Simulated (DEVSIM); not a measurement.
Structure: Ru/SiO2/p-Si capacitor, at 300 K.

Layer 1 from the left is SiO2, thickness (nm) 3.20. Layer 2 from the left is Si, thickness (nm) 2300, Na (cm⁻³) 6.1e16.

Metal gate on the left, work function 4.7 eV. Fixed charge at the semiconductor interface 0 cm⁻² (in units of +e); interface traps 3e11 cm⁻² eV⁻¹, uniform in energy, neutral level at 0.3 of the gap above the valence band.

Constants are typed, rounded textbook-type inputs, not results; the design itself was drawn at random and stands for no fabricated device. Values at 300 K.

SiO2: gap (eV) 9, affinity (eV) 0.9, permittivity 3.9. Si: gap (eV) 1.124, affinity (eV) 4.05, permittivity 11.7, Nc (cm⁻³) 2.86e19, Nv (cm⁻³) 3.1e19.

DEVSIM, 1D Poisson equation in equilibrium, Boltzmann statistics, complete ionisation; no quantum confinement or tunnelling. Metal contacts follow the ideal Schottky-Mott rule: no Fermi-level pinning, no interface dipoles.

Question: What does the simulation give for the threshold voltage (band bending 2φF)?

Answer: threshold voltage (band bending 2φF) 0.64 V.
